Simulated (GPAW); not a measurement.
Input and output of a self-consistent single point for Na3Ca (P1, 4 atoms in the cell) (GPAW).

Method: PBEsol, GPAW PAW datasets PBEsol (made by gpaw-setup) (plane waves; GPAW 25.7.0).

```
Na3Ca
1.0
    5.35463     0.00000     0.00000
    0.00000     5.35463     0.00000
    0.00000     0.00000     5.35463
Na Ca
3 1
Cartesian
  0.02418   2.66397   2.67388
  2.67401   0.02252   2.70074
  2.65926   2.65949  -0.02977
 -0.00282   0.00865   0.00978
```

Reference input (self-consistent single point, DFT LDA (Perdew-Wang 92), plane waves, GPAW PAW datasets LDA (gpaw-data 1.0.1)): mode = pw; ecut = 850 eV; xc = LDA; kpts = 4 4 4; mesh shift (steps) = 0 0 0; occupations.name = methfessel-paxton; occupations.width = 0.272 eV; occupations.order = 0; nbands = -8; symmetry.symmorphic = false; symmetry.tolerance = 0.0005; maxiter = 120. This run's input differs from it in these lines:

```diff
@@ -15,3 +15,3 @@
 calc = GPAW(mode=PW(850),
-            xc='LDA',
+            xc='PBEsol',
             kpts={'size': (4, 4, 4), 'gamma': True},
```

Its files differ too (potentials: GPAW PAW datasets PBEsol (made by gpaw-setup)).

Log, with long lists cut:

```
     iter     time        total  log10-change:
                         energy   eigst   dens
iter:   1 --:--:--    -6.298274
iter:   2 --:--:--    -6.323940   -1.17  -1.50
iter:   3 --:--:--    -6.170749   -1.51  -1.55
iter:   4 --:--:--    -6.205912   -1.67  -1.78
iter:   5 --:--:--    -6.169348   -2.86  -1.97
iter:   6 --:--:--    -6.171445   -3.43  -2.14
iter:   7 --:--:--    -6.172922c  -3.81  -2.73
iter:   8 --:--:--    -6.171076c  -4.24  -2.81
iter:   9 --:--:--    -6.171060c  -5.12  -3.25
iter:  10 --:--:--    -6.171173c  -5.38  -3.44
iter:  11 --:--:--    -6.171129c  -6.21  -3.96
iter:  12 --:--:--    -6.171128c  -6.96  -4.40c
iter:  13 --:--:--    -6.171130c  -7.36  -4.48c
iter:  14 --:--:--    -6.171125c  -8.04c -4.78c
Converged after 14 iterations.

Dipole moment: (-0.158561, -0.502723, -0.003759) |e|*Ang

Energy contributions relative to reference atoms: (reference = -31711.500141)

Kinetic:         +3.959230
Potential:       -1.292219
External:        +0.000000
XC:              -8.214246
Entropy (-ST):   -0.089796
Local:           -0.578992
SIC:             +0.000000
--------------------------
Free energy:     -6.216023
Extrapolated:    -6.171125

Showing only first 2 kpts
 Kpt  Band  Eigenvalues  Occupancy
  0    13     -2.45700    2.00000
  0    14      1.60942    0.00258
  0    15      1.60949    0.00257
  0    16      2.57736    0.00000

  1    13     -2.11186    2.00000
  1    14      0.46242    1.99682
  1    15      1.73774    0.00023
  1    16      2.39071    0.00000

Fermi level: 1.02968

No gap
No difference between direct/indirect transitions
Energy (eV): -6.171125

Forces in eV/Ang:
  0 Na   -0.02156    0.02747    0.00186
  1 Na    0.00881   -0.02397   -0.02739
  2 Na    0.02486    0.03237    0.02442
  3 Ca   -0.01218   -0.03633    0.00096

Stress tensor:
     0.001332     0.000002    -0.000012
     0.000002     0.001323    -0.000021
    -0.000012    -0.000021     0.001322
Stress (GPa, Voigt): [ 0.2134  0.2119  0.2118 -0.0033 -0.0019  0.0003]
```

The run converged in 14 iterations. GPAW prints stress with tension positive. Against the reference run the pressure goes from -0.94 to -0.21 GPa and the largest force goes from 0.041 to 0.048 eV/Å.

The starting cell comes from a database of computed structures (which also holds hypothetical and non-ambient phases and stackings), without a prior relaxation at this level. Its atoms were displaced at random from the sites of space group no. 221.

Cost on one core of a shared machine: roughly 60 s.
